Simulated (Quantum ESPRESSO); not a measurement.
**Pressure against volume in zinc-blende BN (space group 216) (Quantum ESPRESSO, LDA)**

```yaml
crystal:
  lattice:
    - [0.00000, 1.73720, 1.73720]
    - [1.73720, 0.00000, 1.73720]
    - [1.73720, 1.73720, 0.00000]
  atoms:
    - { symbol: B, position: [0.00000, 0.00000, 0.00000] }
    - { symbol: N, position: [0.75000, 0.75000, 0.75000] }
```

Level of theory: LDA (PZ), GBRV 1.5 ultrasoft (LDA) pseudopotentials (plane waves; Quantum ESPRESSO). Settings: ecutwfc = 52 Ry; ecutrho = 260 Ry; occupations = smearing; smearing = fermi-dirac; degauss = 0.000734986 Ry; potentials = {B: b_lda_v1.4.uspp.F.UPF, N: n_lda_v1.2.uspp.F.UPF}; K_POINTS = automatic 16 16 16 0 0 0; conv_thr = 1e-10 Ry. The cell above is the first row's. The rows scale it uniformly. In all rows fractional positions and the k mesh are held.

```csv
V (Å^3/atom),P (GPa)
5.243,?
5.357,32.65
5.471,22.18
5.585,12.64
5.699,3.94
5.812,-4.00
5.926,-11.24
6.040,-17.84
6.154,-23.87
```

Problem. Fit P against V with a cubic, and predict the withheld value at V = 5.243.

Solution. With u = V - 5.76, the rows have u = -0.40300, -0.28900, -0.17500, -0.06100, 0.05200, 0.16600, 0.28000, 0.39400. Least squares gives P = -0.438 - 69.565·u + 28.318·u² - 6.840·u³. Residuals (row less fit): 0.007, -0.017, 0.000, 0.028, -0.020, -0.003, 0.006, -0.001; standard error 0.020 (degrees of freedom: 4). The fitted pressure is zero at V0 = 5.754, where dP/dV = -69.92, so B0 = -V0·dP/dV = 402 GPa. At the withheld row, u = -0.51700, so P = -0.438 - 69.565 × (-0.51700) + 28.318 × (-0.51700)² - 6.840 × (-0.51700)³ = 44.041 GPa. The calculation gives 44.15 GPa, 0.109 GPa above the prediction (0.2 % of the range of P in the table). The row lies outside the fitted rows, so this is an extrapolation. From the scatter of the fitted rows alone, a prediction at this place has a standard error of 0.052 GPa, so the miss is 2.1 times that.

Carrying the step between the two nearest rows on in a straight line would have given 43.12, off by 1.03; series whose last step already gives the withheld value aren't shown. The scan was laid around a cell of about the measured size, scaled by a guess for this functional. The runs keep the symmetry of the cell, so they don't test it for distortions. Cutoffs and mesh are single choices, not tested for convergence of this quantity. Series with a scatter that would blur these digits, or in which a gap closes, are not shown.
